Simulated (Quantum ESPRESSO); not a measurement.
**Quick settings and what they miss: YRh (Pm-3m, 2 atoms in the cell)**

Self-consistent single point.

```
YRh
1.0
    3.35770     0.00000     0.00000
    0.00000     3.35770     0.00000
    0.00000     0.00000     3.35770
Y Rh
1 1
Cartesian
  1.67885   1.67885   1.67885
  0.00000   0.00000   0.00000
```

Computed with PBEsol, GBRV 1.5 ultrasoft (PBESOL) pseudopotentials (plane waves; Quantum ESPRESSO).

Base settings: ecutwfc = 40 Ry; ecutrho = 320 Ry; occupations = smearing; smearing = gaussian; degauss = 0.0073499 Ry; potentials = {Y: y_pbesol_v1.4.uspp.F.UPF, Rh: rh_pbesol_v1.4.uspp.F.UPF}; K_POINTS = automatic 13 13 13 0 0 0; conv_thr = 1e-11 Ry; mixing_beta = 0.4.

Tight run (finer mesh or higher cutoff; not a proven limit): ecutwfc: 40 Ry → 56 Ry; ecutrho: 320 Ry → 448 Ry; conv_thr: 1e-11 Ry → 7.3e-11 Ry; K_POINTS: automatic 13 13 13 0 0 0 → automatic 18 18 18 0 0 0. It gave Fermi level (on the code's own zero) 16.14 eV; pressure 2.78 GPa.

Quick runs, as changes from the base:
- A: the base itself
- B: ecutwfc: 40 Ry → 24 Ry; ecutrho: 320 Ry → 192 Ry; K_POINTS: automatic 13 13 13 0 0 0 → automatic 1 1 1 0 0 0
- C: ecutwfc: 40 Ry → 20 Ry; ecutrho: 320 Ry → 160 Ry; K_POINTS: automatic 13 13 13 0 0 0 → automatic 2 2 2 0 0 0
- D: ecutwfc: 40 Ry → 24 Ry; ecutrho: 320 Ry → 192 Ry; smearing: gaussian → marzari-vanderbilt; degauss: 0.0073499 Ry → 0.036749 Ry; K_POINTS: automatic 13 13 13 0 0 0 → automatic 3 3 3 0 0 0
- E: ecutwfc: 40 Ry → 20 Ry; ecutrho: 320 Ry → 160 Ry; degauss: 0.0073499 Ry → 0.0147 Ry; K_POINTS: automatic 13 13 13 0 0 0 → automatic 8 8 8 0 0 0
- F: ecutwfc: 40 Ry → 32 Ry; ecutrho: 320 Ry → 256 Ry; K_POINTS: automatic 13 13 13 0 0 0 → automatic 2 2 2 1 1 1

Energies are extrapolated to zero smearing width, which holds to low order in the width alone (under cold and Methfessel-Paxton smearing the free energy itself is taken).

The count of work is k-points × plane waves × bands × iterations; it is no time. 

The starting cell comes from a database of computed structures (which also holds hypothetical and non-ambient phases and stackings), without a prior relaxation at this level. Its lattice was rescaled by a random factor within 2.5 % of one. Spin polarisation is off.

| run | energy less tight (meV/atom) | pressure less tight (GPa) | count of work / tight |
|---|---|---|---|
| A | 4.5 | -0.77 | 0.32 |
| B | 345.5 | -192.03 | 0.0010 |
| C | 11879.5 | -337.41 | 0.0059 |
| D | 3491.0 | -147.09 | 0.0035 |
| E | 10992.3 | -332.85 | 0.028 |
| F | -533.6 | -24.88 | 0.0018 |

Among the runs at the tight run's level, the energy misses run from 4.5 to 11879.5 meV/atom.
